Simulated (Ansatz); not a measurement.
The parent structure is Cu in the fcc (Cu type) structure (space group Fm-3m, No. 225; a = 3.564 Å).

All numbers come from Kohn–Sham DFT with the PBEsol functional, run in Ansatz (a first-principles code) with PAW and 420 eV plane waves, without spin-orbit coupling.

For the base:

```
Property   Result
--------  -------
Pressure  0.0 GPa
```

One thing is altered: every lattice vector is stretched by 1.32 %, atoms relaxed at fixed cell.

Question: How does this affect the pressure and energy relative to the base?

Answer: The pressure goes from zero to -6.0 GPa; the energy grows by 8.9 meV/atom.

The cells carry an imposed strain or load. Stability against distortions was not tested. The final runs are not spin-polarised.
